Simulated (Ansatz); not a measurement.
The reference is TiB2 (space group P6/mmm, No. 191; a = 3.0324 Å, c = 3.2238 Å; relaxed with 0.1 eV smearing).

All numbers come from plane-wave PAW DFT at the PBE level (Ansatz, a quantum-chemistry and plane-wave program, 420 eV), spin-orbit coupling left out.

Strains are applied to the cell and any free atomic positions relax.

One change was made to it. Results:

```json
[
 {"quantity": "pressure (mean of the normal stresses, compression positive)", "base": "0.0 GPa", "after": "17.4 GPa"},
 {"quantity": "energy relative to the base (free energy F)", "base": "0 meV/atom", "after": "+26 meV/atom"},
 {"quantity": "band gap", "base": "zero", "after": "zero"}
]
```

Question: Which change produced these results?
A. isotropic strain −2.00 %
B. isotropic strain −3.00 %
C. isotropic strain −0.50 %
D. isotropic strain +2.50 %
E. isotropic strain +0.50 %

Answer: A, isotropic strain −2.00 %. For comparison, the energy relative to the base in the other runs: isotropic strain −0.50 % gives +1.6 meV/atom; isotropic strain −3.00 % gives +60 meV/atom; isotropic strain +0.50 % gives +1.5 meV/atom; isotropic strain +2.50 % gives +36 meV/atom.

No phonon test of stability was made. All final runs are without spin polarisation.
